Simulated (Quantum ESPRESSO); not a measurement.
A self-consistent single point of LiH (Fm-3m, 2 atoms in the cell) with Quantum ESPRESSO.

Computed with PBE, PSlibrary PAW (PBE) pseudopotentials (plane waves; Quantum ESPRESSO).

```
LiH
1.0
    0.00000     2.05120     2.05120
    2.05120     0.00000     2.05120
    2.05120     2.05120     0.00000
Li H
1 1
Direct
  0.00000   0.00000   0.00000
  0.50000   0.50000   0.50000
```

Reference input (self-consistent single point, DFT, PBE, plane waves, SSSP 1.1.2 efficiency (PBE) pseudopotentials): ecutwfc = 55 Ry; ecutrho = 440 Ry; occupations = fixed; potentials = {Li: li_pbe_v1.4.uspp.F.UPF, H: H.pbe-rrkjus_psl.1.0.0.UPF}; K_POINTS = automatic 9 9 9 0 0 0; nbnd = 6; conv_thr = 1e-09 Ry; mixing_beta = 0.3. This run's input differs from it in these lines:

```diff
@@ -12,4 +12,4 @@
  ntyp = 2
- ecutwfc = 55
- ecutrho = 440
+ ecutwfc = 115
+ ecutrho = 690
  occupations = 'fixed'
@@ -22,4 +22,4 @@
 ATOMIC_SPECIES
-Li     6.9400  li_pbe_v1.4.uspp.F.UPF
-H      1.0080  H.pbe-rrkjus_psl.1.0.0.UPF
+Li     6.9400  Li.pbe-s-kjpaw_psl.1.0.0.UPF
+H      1.0080  H.pbe-kjpaw_psl.1.0.0.UPF
 ATOMIC_POSITIONS angstrom
```

Log, with long lists cut:

```
     Self-consistent Calculation

     iteration #  1     ecut=   115.00 Ry     beta= 0.30

---- Real-time Memory Report at c_bands before calling an iterative solver
            76 MiB given to the printing process from OS
            30 MiB allocation reported by mallinfo(arena+hblkhd)
------------------

     total energy              =     -16.27511377 Ry
     estimated scf accuracy    <       0.05171258 Ry

     iteration #  2     ecut=   115.00 Ry     beta= 0.30

---- Real-time Memory Report at c_bands before calling an iterative solver
            90 MiB given to the printing process from OS
   [... lines left out ...]

---- Real-time Memory Report at c_bands before calling an iterative solver
            93 MiB given to the printing process from OS
            58 MiB allocation reported by mallinfo(arena+hblkhd)
------------------

     total energy              =     -16.27128634 Ry
     estimated scf accuracy    <          2.2E-09 Ry

     iteration #  8     ecut=   115.00 Ry     beta= 0.30

---- Real-time Memory Report at c_bands before calling an iterative solver
            93 MiB given to the printing process from OS
            59 MiB allocation reported by mallinfo(arena+hblkhd)
------------------
     End of self-consistent calculation

     highest occupied, lowest unoccupied level (ev):     0.1913    3.4978

!    total energy              =     -16.27128635 Ry
     estimated scf accuracy    <          3.5E-10 Ry

      -> PAW hartree energy AE =       7.19873770 Ry
      -> PAW hartree energy PS =      -6.98790958 Ry
      -> PAW xc energy AE      =      -3.88675160 Ry
      -> PAW xc energy PS      =       3.75804195 Ry
      -> total E_H with PAW    =       4.01827469 Ry
      -> total E_XC with PAW   =      -4.49087441 Ry

     convergence has been achieved in   8 iterations

     Forces acting on atoms (cartesian axes, Ry/au):

     atom    1 type  1   force =    -0.00000000    0.00000000    0.00000000
     atom    2 type  2   force =     0.00000000   -0.00000000   -0.00000000

     Total force =     0.000000     Total SCF correction =     0.000000

          total   stress  (Ry/bohr**3)                   (kbar)     P=      -22.94
  -0.00015595  -0.00000000  -0.00000000          -22.94       -0.00       -0.00
  -0.00000000  -0.00015595  -0.00000000           -0.00      -22.94       -0.00
  -0.00000000  -0.00000000  -0.00015595           -0.00       -0.00      -22.94

   JOB DONE.
```

The run converged in 8 iterations. Against the reference run the pressure stays at -2.29 GPa and the gap on the mesh hardly changes (3.307 to 3.306 eV).

The starting cell comes from a database of computed structures (which also holds hypothetical and non-ambient phases and stackings), without a prior relaxation at this level. Its lattice was rescaled by a random factor within 2.5 % of one.
